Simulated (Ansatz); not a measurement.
An Ansatz (a first-principles code) run: Mg; plane-wave PAW DFT at the PBEsol level (Ansatz, 420 eV), spin-orbit coupling left out.

Input:

Ansatz 0.2 input:
```yaml
crystal:
  lattice:
    - [3.1667308559, 0, 0]
    - [-1.5833654279, 2.7424693681, 0]
    - [0, 0, 5.1890043125]
  atoms:
    - { symbol: Mg, position: [0.6666666667, 0.3333333333, 0.25] }
    - { symbol: Mg, position: [0.3333333333, 0.6666666667, 0.75] }
basis: { ecutwfc: 420, ecutrho_ratio: 4, xc_grid: 2, fft_grid_basis: typed }
kpoints: { mp_grid: { grid: [17, 17, 9] } }
hamiltonian:
  xc: pbesol
  dispersion: none
  pseudopotentials: { kind: paw }
scf: { occupations: { method: fermi_dirac, width: 0.05 }, convergence: { dr2_threshold: 0.0000000002 } }
output: { forces: true, stress: true }
checkpoint: { write: state.ck, write_every: 1000 }
```

Output (explanatory and most iteration lines left out):

```
Pseudopotential: Mg, paw, valence charge 10
Crystal: 2 atoms, lattice volume = 45.065 Å³
Basis set: ecut = 420 eV, 893 PW (Γ), exchange–correlation on 48×48×72 points (8 copies of the dense FFT grid, shifted against one another)
Bands: 14, of which v1, the nominal top of the filled ones, is band 10 counted from 1 (9 counted from 0)
Symmetry: 24 space group operations
Space group: P63/mmc (ITA 194), of the structure as read, at distance tolerance 3.6e-5 Å
k-points: 165 of 2601
Functional: x = pbesol(κ = 0.804, μ = 0.12345679012345678), c = pbesol(β = 0.046)
SCF iter   1: F=—  HF=-3824.108373 eV  |F-HF|=—  |Δ(HF+E_count)|=         —  Δρ=2.01e-3  dr2=8.69e-4  ethr=1.77e-3  ⟨swp⟩=5.5  Hψ=11932  notcnv=0
SCF iter   2: F=—  HF=-3824.107137 eV  |F-HF|=—  |Δ(HF+E_count)|=   1.24e-3  Δρ=8.99e-4  dr2=2.30e-4  ethr=4.35e-6  ⟨swp⟩=2.2  Hψ=5222  notcnv=0
SCF 1 converged in 6 iterations: F = -3824.107050 eV  dr2 = 1.45e-11
SCF converged after 6 iterations
Free energy (F): -3824.107050 eV
Internal energy: -3824.101655 eV  (E = F + TS)
E sigma→0 (E₀):  -3824.104352 eV
Entropy (-TS):   -0.005395 eV (-2.698 meV/atom)
Fermi energy:    5.785444 eV
--- Forces (eV/Å), atoms counted from 1 ---
  atom   1  Mg     0.00000000    -0.00000000     0.00000000
  atom   2  Mg    -0.00000000     0.00000000     0.00000000
--- Stress (GPa, compression-positive) ---
        0.000756       0.000000       0.000000
       -0.000000       0.000756       0.000000
        0.000000       0.000000       0.001686
  P = ⅓ Tr σ = 0.0011 GPa (0.011 kbar)
```

Stability against distortions was not tested. The cell is Mg in the hcp (Mg type) structure (space group P6_3/mmc, No. 194).
